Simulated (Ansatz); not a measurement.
The starting structures come from a database of crystals and need not be the phases stable at ambient conditions.

The decay constant κ of evanescent states in the gap governs leakage through a thin film.

Here is the system:

```
CELL_PARAMETERS angstrom
      6.85725     0.00000     0.00000
      3.00796     6.16231     0.00000
      0.84134    -3.75785     5.67385
ATOMIC_POSITIONS crystal
  Ba 0.25000 0.00000 0.75000
  Ba 0.75000 0.00000 0.25000
  Te 0.63606 0.22788 0.86394
  Te 0.36394 0.77212 0.13606
  Te 0.13606 0.50000 0.63606
  Te 0.86394 0.50000 0.36394
```

Space group of this cell: I4/mcm. The cell is taken as given.

Transport runs along the normal of the first two printed cell vectors, the (101) plane of the conventional cell.

No gap correction and no spin-orbit coupling; mid-gap values are interpolated between computed energies.

Q: Predict the band gap and the smallest decay constant κ at mid-gap from r2SCAN (Ansatz, an electronic-structure program).

A: Gap 0.84 eV on a 6×6×6 mesh; κ = 0.170 1/Å, at (-0.167, 0.167) of the in-plane reciprocal vectors. At the zone centre, at the nearest computed energy, the slowest state has κ = 0.21 1/Å.
